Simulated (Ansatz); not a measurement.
**Pressure series in Si**

Consider Si in the diamond structure (space group Fd-3m, No. 227).

```
CELL_PARAMETERS angstrom
      0.00000     2.72210     2.72210
      2.72210     0.00000     2.72210
      2.72210     2.72210     0.00000
ATOMIC_POSITIONS crystal
  Si 0.00000 0.00000 0.00000
  Si 0.25000 0.25000 0.25000
```

Cell and atoms are relaxed at each pressure.

Calculations: plane-wave PAW DFT at the r2SCAN level (Ansatz, a first-principles code, 500 eV), no SOC.

Notes on the quantities. hole mass: degenerate bands, along [100]; enthalpy: H = E + PV relative to the base's energy.

| case | density | hole mass | enthalpy | electron mass |
|---|---|---|---|---|
| base | 2.31 g/cm³ | 0.17, 0.25, 0.25 mₑ (at Γ) | – | 0.91 mₑ along k, 0.19 mₑ across (off the special points) |
| pressure −2 GPa | 2.26 g/cm³ | 0.16, 0.26, 0.26 mₑ (at Γ) | -0.25 eV/atom | 0.91 mₑ along k, 0.19 mₑ across (off the special points) |
| pressure −1 GPa | 2.29 g/cm³ | 0.17, 0.25, 0.25 mₑ (at Γ) | -0.13 eV/atom | 0.91 mₑ along k, 0.19 mₑ across (off the special points) |
| pressure 1.8 GPa | 2.35 g/cm³ | 0.18, 0.25, 0.25 mₑ (at Γ) | +0.22 eV/atom | 0.91 mₑ along k, 0.19 mₑ across (off the special points) |
| pressure 4.2 GPa | 2.41 g/cm³ | 0.19, 0.25, 0.25 mₑ (at Γ) | +0.52 eV/atom | 0.91 mₑ along k, 0.19 mₑ across (off the special points) |
| pressure 9 GPa | (withheld) | (withheld) | +1.09 eV/atom | 0.92 mₑ along k, 0.19 mₑ across (off the special points) |
| pressure 18 GPa | 2.66 g/cm³ | 0.23 mₑ (at Γ) | +2.10 eV/atom | 0.92 mₑ along k, 0.18 mₑ across (off the special points) |
| pressure 30 GPa | 2.84 g/cm³ | 0.22, 0.22, 0.25 mₑ (at Γ) | +3.37 eV/atom | 0.93 mₑ along k, 0.18 mₑ across (off the special points) |
| pressure 45 GPa | 3.03 g/cm³ | 0.21, 0.21, 0.27 mₑ (at Γ) | +4.86 eV/atom | 0.94 mₑ along k, 0.17 mₑ across (off the special points) |
| pressure 60 GPa | 3.20 g/cm³ | – | +6.27 eV/atom | – |

Question: What belongs in the blanks?

Answer: 
- pressure 9 GPa, density: 2.50 g/cm³
- pressure 9 GPa, hole mass: 0.20, 0.24, 0.24 mₑ (at Γ)

The levels and masses belong to the bands next to the band gap. Load acts through the strain it causes; cell and atoms are relaxed under it. Masses are band curvatures over ±0.01 Å⁻¹ around the edge. Along k means along the line from Γ to the band edge. Whether these cells are dynamically stable was not tested. Measured, Si leaves this structure (for the β-tin structure) near 12 GPa (room temperature; as listed in arXiv:1906.07825).
